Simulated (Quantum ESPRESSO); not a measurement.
Input and output of a self-consistent single point for CdHgSe₂ (R3m, 4 atoms in the cell) (Quantum ESPRESSO).

Method of the run: LDA (PZ), GBRV 1.5 ultrasoft (LDA) pseudopotentials (plane waves; Quantum ESPRESSO).

The change in words: lattice scaled by 0.98. Reference geometry:
```yaml
crystal:
  lattice:
    - [2.20311, 1.27197, 7.18780]
    - [-2.20311, 1.27197, 7.18780]
    - [0.00000, -2.54394, 7.18780]
  atoms:
    - { symbol: Cd, position: [0.50033, 0.50033, 0.50033] }
    - { symbol: Hg, position: [0.99985, 0.99985, 0.99985] }
    - { symbol: Se, position: [0.87420, 0.87420, 0.87420] }
    - { symbol: Se, position: [0.37560, 0.37560, 0.37560] }
```

Reference input (self-consistent single point, DFT, LDA (PZ), plane waves, GBRV 1.5 ultrasoft (LDA) pseudopotentials): ecutwfc = 40 Ry; ecutrho = 200 Ry; occupations = smearing; smearing = fermi-dirac; degauss = 0.0073499 Ry; potentials = {Cd: cd_lda_v1.uspp.F.UPF, Hg: hg_lda_v1.uspp.F.UPF, Se: se_lda_v1.uspp.F.UPF}; K_POINTS = automatic 6 6 6 0 0 0; conv_thr = 1e-10 Ry; mixing_beta = 0.7. This run's input differs from it in these lines:

```diff
@@ -27,5 +27,5 @@
 CELL_PARAMETERS {angstrom}
-   2.20311281     1.27196778     7.18779900
-  -2.20311281     1.27196778     7.18779900
-   0.00000000    -2.54393555     7.18779900
+   2.15905070     1.24652850     7.04404300
+  -2.15905070     1.24652850     7.04404300
+   0.00000000    -2.49305701     7.04404300
 ATOMIC_POSITIONS {crystal}
```

Log, with long lists cut:

```
     Self-consistent Calculation

     iteration #  1     ecut=    40.00 Ry     beta= 0.70

     negative rho (up, down):  1.959E-02 0.000E+00

     total energy              =    -308.23751631 Ry
     estimated scf accuracy    <       0.46162927 Ry

     iteration #  2     ecut=    40.00 Ry     beta= 0.70

     negative rho (up, down):  1.956E-02 0.000E+00

     total energy              =    -308.32770222 Ry
     estimated scf accuracy    <       0.93693529 Ry

     iteration #  3     ecut=    40.00 Ry     beta= 0.70

     negative rho (up, down):  1.974E-02 0.000E+00

     total energy              =    -308.50783346 Ry
     estimated scf accuracy    <       0.00904200 Ry

   [... 7 blocks of this kind left out ...]

     iteration # 11     ecut=    40.00 Ry     beta= 0.70

     negative rho (up, down):  1.989E-02 0.000E+00

     total energy              =    -308.51191012 Ry
     estimated scf accuracy    <          5.8E-10 Ry

     iteration # 12     ecut=    40.00 Ry     beta= 0.70

     negative rho (up, down):  1.989E-02 0.000E+00
     End of self-consistent calculation

     the Fermi energy is     5.6089 ev

!    total energy              =    -308.51191012 Ry
     estimated scf accuracy    <          1.2E-11 Ry
     smearing contrib. (-TS)   =      -0.00034690 Ry
     internal energy E=F+TS    =    -308.51156322 Ry

     convergence has been achieved in  12 iterations

     negative rho (up, down):  1.989E-02 0.000E+00

     Forces acting on atoms (cartesian axes, Ry/au):

     atom    1 type  1   force =     0.00000000    0.00000000    0.00036402
     atom    2 type  2   force =     0.00000000    0.00000000   -0.00033275
     atom    3 type  3   force =    -0.00000000    0.00000000    0.00003190
     atom    4 type  3   force =    -0.00000000   -0.00000000   -0.00006317

     Total force =     0.000498     Total SCF correction =     0.000007

     negative rho (up, down):  1.989E-02 0.000E+00
          total   stress  (Ry/bohr**3)                   (kbar)     P=      -16.84
  -0.00011202   0.00000000  -0.00000000          -16.48        0.00       -0.00
   0.00000000  -0.00011202  -0.00000000            0.00      -16.48       -0.00
   0.00000000  -0.00000000  -0.00011938            0.00       -0.00      -17.56

   JOB DONE.
```

The run converged in 12 iterations. Against the reference run the free energy falls by 32.6 meV/atom, the pressure goes from -4.28 to -1.68 GPa and the largest force goes from 0.014 to 0.009 eV/Å.

The starting cell comes from a database of computed structures (which also holds hypothetical and non-ambient phases and stackings), without a prior relaxation at this level. Its lattice was rescaled by a random factor within 2.5 % of one. For this run, on top of that: lattice scaled by 0.98. The run gives no clean gap (levels at the Fermi energy touch, overlap or are partly filled at this smearing), which alone does not show that the compound is a metal.

Cost on one core of a shared machine: roughly 5 min.
